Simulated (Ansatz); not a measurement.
The reference is HgTe in the zinc blende structure (space group F-43m, No. 216).

```
HgTe
1.0
    0.00000     3.28639     3.28639
    3.28639     0.00000     3.28639
    3.28639     3.28639     0.00000
Hg Te
1 1
Direct
  0.00000   0.00000   0.00000
  0.25000   0.25000   0.25000
```

Cartesian axes are those of the cell as printed.

All numbers come from r2SCAN (Ansatz, a quantum-chemistry and plane-wave program; PAW; 500 eV plane waves; without spin-orbit coupling).

Strains are applied to the cell and any free atomic positions relax; under biaxial strain the out-of-plane vector relaxes too.

One change was made to it. Results:

```tsv
quantity	base	after
volume per atom	35.49 Å³	34.76 Å³
energy relative to the base (free energy F)	0 meV/atom	+7.9 meV/atom
pressure (mean of the normal stresses, compression positive)	0.0 GPa	0.8 GPa
```

Task: Which change produced these results?
(A) biaxial strain −1.50 %, plane normal [001], relaxed out of plane
(B) biaxial strain −2.50 %, plane normal [001], relaxed out of plane
(C) biaxial strain −3.00 %, plane normal [001], relaxed out of plane

Result: C, biaxial strain −3.00 %, plane normal [001], relaxed out of plane. For comparison, the energy relative to the base in the other runs: biaxial strain −2.50 %, plane normal [001], relaxed out of plane gives +5.4 meV/atom; biaxial strain −1.50 %, plane normal [001], relaxed out of plane gives +1.9 meV/atom.

No phonon test of stability was made. All final runs are without spin polarisation.
